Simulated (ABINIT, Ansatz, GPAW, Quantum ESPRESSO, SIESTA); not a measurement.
# Li5Mg (C2, 6 atoms in the cell) computed with different codes at matched settings

Self-consistent single point.

```
CELL_PARAMETERS angstrom
      4.56066    -2.63391     0.00000
      4.56066     2.63391     0.00000
     -3.01374     0.00000     4.97391
ATOMIC_POSITIONS crystal
  Li 0.00317 0.99683 0.00000
  Li 0.33010 0.33314 0.99974
  Li 0.66686 0.66990 0.00026
  Li 0.50039 0.16721 0.50118
  Li 0.83279 0.49961 0.49882
  Mg 0.16669 0.83331 0.50000
```

All programs got the same cell, k-point mesh and kind of occupations (in Ansatz's words: kpoints.mp_grid.grid = 6 6 6; scf.occupations.method = fermi_dirac; scf.occupations.width = 0.05 eV); potentials, basis and cutoffs are each program's usual ones.

```json
[
 {"code": "GPAW", "model": "PBEsol, GPAW PAW datasets PBEsol (made by gpaw-setup)", "pressure (GPa)": "0.22", "largest force (eV/Å)": "0.034", "k-points": "68", "cutoff": "850 eV"},
 {"code": "Quantum ESPRESSO", "model": "PBEsol, SSSP 1.1.2 efficiency (PBE) pseudopotentials", "pressure (GPa)": "0.21", "largest force (eV/Å)": "0.035", "k-points": "68", "cutoff": "40 Ry"},
 {"code": "ABINIT", "model": "PBEsol, PAW (JTH v2.0 PBE PAW, files made for PBE)", "pressure (GPa)": "-0.32", "largest force (eV/Å)": "0.035", "k-points": "68", "cutoff": "40 Ry"},
 {"code": "Ansatz", "model": "PBEsol, PAW files made with PBE", "pressure (GPa)": "0.18", "largest force (eV/Å)": "0.035", "k-points": "68", "cutoff": "420 eV"},
 {"code": "SIESTA", "model": "GGA PBEsol, numerical atomic orbitals DZP, PseudoDojo PBEsol standard norm-conserving potentials (rewritten from UPF to PSML)", "pressure (GPa)": "0.92", "largest force (eV/Å)": "0.057", "k-points": "132", "cutoff": "grid 300 Ry"}
]
```

Size of the force on each atom (eV/Å): Sizes of forces hide their directions.

```tsv
code	Li1	Li2	Li3	Li4	Li5	Mg6
GPAW	0.034	0.034	0.034	0.006	0.006	0.001
Quantum ESPRESSO	0.035	0.035	0.035	0.006	0.006	0.001
ABINIT	0.035	0.034	0.034	0.007	0.007	0.001
Ansatz	0.035	0.034	0.034	0.006	0.006	0.001
SIESTA	0.057	0.056	0.056	0.003	0.003	0.001
```

The spread over the programs that give each value: pressure within 1.24 GPa; largest force within 0.023 eV/Å.

The starting cell comes from a database of computed structures (which also holds hypothetical and non-ambient phases and stackings), without a prior relaxation at this level. Its lattice was rescaled by a random factor within 2.5 % of one.

Question: Why do the programs differ, and what cannot be compared?

Answer: Differences of this kind can come from the potentials, where these differ, and from what each basis and cutoff leave unconverged. The valence holds different numbers of electrons (GPAW 15, Quantum ESPRESSO 17, ABINIT 25, Ansatz (a quantum-chemistry and plane-wave program) 25, SIESTA 25). The zero of total energies and Fermi levels follows the potentials and each program's conventions, so they are not compared here. SIESTA uses small atom-centred bases, whose incompleteness enters pressures, forces and empty levels differently from a plane-wave cutoff. Ansatz's pressure is given at a fixed set of plane waves, as the other plane-wave codes print theirs. The programs reduce the same mesh by symmetry to different extents, which changes the work and not the result.

Left out of this page: FLEUR (stopped by limits of time or memory).

Keys are those of Ansatz 0.2.
